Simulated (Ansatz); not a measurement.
Ta (Im-3m): resistivity and electron-phonon coupling

Data:

```
CELL_PARAMETERS angstrom
     -1.62767     1.62767     1.62767
      1.62767    -1.62767     1.62767
      1.62767     1.62767    -1.62767
ATOMIC_POSITIONS crystal
  Ta 0.00000 0.00000 0.00000
```

The numbers are results of LDA, DFPT electron-phonon coupling, linearised Boltzmann equation (plane waves, PAW, scalar-relativistic; Ansatz, a quantum-chemistry and plane-wave program), not measurements. Condition of this run: functional LDA. Cell: relaxed with this functional, without spin-orbit coupling.

```json
{
 "resistivity at 300 K": "12.1 μΩ·cm",
 "resistivity at 77 K": "2.1 μΩ·cm",
 "electron mean free path at 300 K (weighted by the current that each state carries)": "3.7 nm",
 "resistivity times mean free path for one path shared by all states (from the Fermi surface's area)": "4.0 ×10⁻¹⁶ Ω·m²",
 "electron-phonon coupling λ": "0.97",
 "transport coupling λ_tr": "0.92",
 "logarithmic_mean_phonon_energy": "12.6 meV",
 "density of states at the Fermi level": "0.62 states/(eV·spin·cell)",
 "drude_plasma_energy": "9.4 eV",
 "Hall coefficient at 300 K": "8.7 ×10⁻¹¹ m³/C"
}
```

A metal at this level (no band gap). Only scattering by harmonic phonons is included (no impurities, grain boundaries, electron-electron scattering or thermal expansion). Spin-orbit coupling is left out, which matters with elements this heavy. The self-energy correction of the phonons between q points moved λ by 4 %. The run warned that the eigensolver left some states short of its tolerance. Halving the electron mesh (36x36x36) moves the resistivity by up to 4 % at 300 K, the mean free path by up to 4 %, the coupling by up to 4 %. Smearing 0.20 eV; phonons on a 6x6x6 q mesh, which this run doesn't test and which matters most at low temperature.
